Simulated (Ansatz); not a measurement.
CsCl-type CuZn was calculated with r²SCANh (plane waves, PAW; Ansatz, an electronic-structure program).

Settings: plane-wave cutoff 520 eV, 10×10×10 k mesh, Fermi–Dirac smearing 0.05 eV, no spin polarisation, scalar-relativistic PAW data made under PBE.

Cell (relaxed at this level):

```xyz
2
Lattice="2.9239 0.0000 0.0000 0.0000 2.9239 0.0000 0.0000 0.0000 2.9239" Properties=species:S:1:pos:R:3 pbc="T T T"
Zn     1.4619     1.4619     1.4619
Cu     0.0000     0.0000     0.0000
```

Problem. Predict the bulk modulus B0 and pressure derivative B′ of the bulk modulus.

Solution. 
- bulk modulus B0: 130 GPa
- pressure derivative B′ of the bulk modulus: 4.8

Measured, for comparison: bulk modulus 116 GPa (temperature not stated, no zero-point or thermal correction; as tabulated in Nepal et al. (2020), arXiv:2007.11150). Computed (rounded) less measured: bulk modulus +12 %.

Note: the run has no spin polarisation, so it can have missed a magnetic state.

The computed numbers hold no vibrational or temperature effects.

Cost on a shared machine: roughly 40 core-minutes.
